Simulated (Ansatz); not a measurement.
The starting structures come from a database of crystals and need not be the phases stable at ambient conditions.

 Where the default PAW files enter, the runs use the earlier of Ansatz's two default sets.

The decay constant κ of evanescent states in the gap governs leakage through a thin film.

Consider the following.

```
HfBrN
1.0
    4.11717     0.00000     0.00000
    0.00000     8.63890     0.00000
    0.00000     0.00000     3.56066
Hf Br N
2 2 2
Direct
  0.00000   0.90005   0.50000
  0.50000   0.09995   0.00000
  0.50000   0.34039   0.50000
  0.00000   0.65961   0.00000
  0.50000   0.96354   0.50000
  0.00000   0.03646   0.00000
```

Space group of this cell: Pmmn. The cell was relaxed by PBE-D3(BJ).

Transport runs along the normal of the first two printed cell vectors.

No gap correction and no spin-orbit coupling; mid-gap values are interpolated between computed energies.

**Question.** Estimate the band gap and the smallest decay constant κ at mid-gap that r2SCAN (Ansatz, an electronic-structure program) returns for this system.

**Answer.** Gap 2.51 eV on a 8×4×8 mesh; κ = 0.232 1/Å, at the zone centre.
